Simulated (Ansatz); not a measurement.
A relaxation of cell and atoms of ZnFe3C (Pm-3m, 5 atoms in the cell) with Ansatz (an electronic-structure program).

Computed with PBEsol, PAW files made with PBE (plane waves; Ansatz).

```xyz
5
Lattice="3.7729 0.0000 0.0000 0.0000 3.7729 0.0000 0.0000 0.0000 3.7729" Properties=species:S:1:pos:R:3 pbc="T T T"
Zn     0.0000     0.0000     0.0000
Fe     1.8864     0.0000     1.8864
Fe     0.0000     1.8864     1.8864
Fe     1.8864     1.8864     0.0000
C      1.8864     1.8864     1.8864
```
Moments meant for the start (each program seeds them in its own way; μB, in the order of the atoms Zn Fe Fe Fe C): 0.0 4.0 4.0 4.0 0.0.

Reference input (self-consistent single point, DFT, PBEsol, plane waves, PAW files made with PBE): kpoints.mp_grid.grid = 7 7 7; hamiltonian.xc = pbesol; hamiltonian.pseudopotentials = {kind: paw} (the program's default PAW files); magnetization.spin_polarized = true; scf.occupations.method = fermi_dirac; scf.occupations.width = 0.136 eV. This run's input differs from it in these lines:

```diff
@@ -25,2 +25,4 @@
     width: 0.136
+relax:
+  cell: {}
 output:
```

Output, abridged:

```
   [... SCF lines of the steps left out ...]
relax step   1: F+E_penalty+E_count = -16874.46433650 eV  Δ(F+E_penalty+E_count) = +0.000e0 eV  max|allowed force component| = 5.654e-29 eV/Å  Δτ_max = 0.0000 Å  P = -8.884 GPa  Ω = 53.706 Å³  (15 SCF iters, dr2 threshold 1.00e-7 eV, accepted)
relax step   2: F+E_penalty+E_count = -16874.51664560 eV  Δ(F+E_penalty+E_count) = -5.231e-2 eV  max|allowed force component| = 1.500e-29 eV/Å  Δτ_max = 0.0000 Å  P = -4.282 GPa  Ω = 52.478 Å³  energy of the carried Pulay correction = +1.452e-3 eV  [...]
   [... lines left out ...]
relax step   4: F+E_penalty+E_count = -16874.53159617 eV  Δ(F+E_penalty+E_count) = +8.092e-6 eV  max|allowed force component| = 6.337e-30 eV/Å  Δτ_max = 0.0000 Å  P = -0.016 GPa  Ω = 51.472 Å³  energy of the carried Pulay correction = +2.667e-3 eV  [...]
relax step   5: F+E_penalty+E_count = -16874.52919246 eV  Δ(F+E_penalty+E_count) = +2.404e-3 eV  max|allowed force component| = 8.756e-30 eV/Å  Δτ_max = 0.0000 Å  P = -0.039 GPa  Ω = 51.472 Å³  stress off target by 3.91e-2 GPa  SCF on the basis [...]
basis re-selected at this cell: Δ(F+E_penalty+E_count) = +2.404e-3 eV, ΔP = -0.023 GPa vs the last step
the relaxation is at rest under the 48 symmetry operations that the run kept from its start: a minimum is not shown …
the relaxation's final electronic state is not compared with the one that a single-point calculation of its input finds at the relaxed geometry …
Magnetization: 3.9275 μB (33.9638 up, 30.0362 down)
   [... lines left out ...]
Absolute magnetization: 4.5175 μB (∫|ρ↑−ρ↓|, with the PAW one-centre terms)
Free energy (F): -16874.529192 eV
Fermi energy:    16.859111 eV
  cell:  # Å, volume = 51.4724 Å³
   [... lines left out ...]
    - [-1.2839532962581572e-34, 9.62964972193618e-35, 3.7198455767830905]
  atoms:
    - { symbol: Zn, position: [1.488857525962868e-35, -8.507757291004738e-37, -8.50775729120894e-37] }
    - { symbol: Fe, position: [0.5, -1.1964033695253924e-37, 0.5] }
    - { symbol: Fe, position: [-2.1269393227676875e-36, 0.5, 0.5] }
    - { symbol: Fe, position: [0.5, 0.5, 4.785613476266864e-37] }
    - { symbol: C, position: [0.5, 0.5, 0.5] }
```

The run converged. 

Summary of the result:
```
Property                                                                          Result
-----------------------------------------------  ---------------------------------------
Free energy E − TS (on the zero of these files)                           -16874.5292 eV
Fermi level (on the code's own zero)                                            16.86 eV
Pressure                                                                       -0.04 GPa
Size of the cell's spin moment                                                   3.93 μB
Final cell                                       a = b = c = 3.720 Å, α = β = γ = 90.00°
Final volume per atom                                                           10.29 Å³
Relaxation steps                                                                       5
```

The starting cell comes from a database of computed structures (which also holds hypothetical and non-ambient phases and stackings), without a prior relaxation at this level. The magnetic order is the one reached from the typed start; others were not searched systematically. The relaxation keeps the symmetry of its start, so its end need not be a minimum. Ansatz's pressure includes its estimate of the finite-basis (Pulay) stress.

Keys are those of Ansatz 0.2.
